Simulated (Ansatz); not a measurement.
Consider CdAs₂ (space group I4_122, No. 98; a = 7.951 Å, c = 4.665 Å; a cell from a computed database, its experimental status unchecked).

Levels (all Ansatz, a program for electronic structure, PAW): PBEsol (420 eV, without spin-orbit coupling); HSE06 (420 eV, spin-orbit coupling left out).

The geometry is relaxed with PBEsol.

| Quantity | Value |
|---|---|
| PBEsol lowest conduction level above the VBM at special points | Γ 0.26 eV; Z 0.30 eV; Z₀ 0.30 eV |

With HSE06 at the same geometry, the lowest conduction level above the VBM at special points goes from Γ 0.26 eV; Z 0.30 eV; Z₀ 0.30 eV to Γ 0.98 eV; Z 1.08 eV; Z₀ 1.08 eV.

Single points use the geometry relaxed with PBEsol. HSE06 was sampled on its mesh, a few special points and the semilocal edge points, so its gap is an upper bound. The levels and masses belong to the bands next to the band gap. Stability against distortions was not tested.
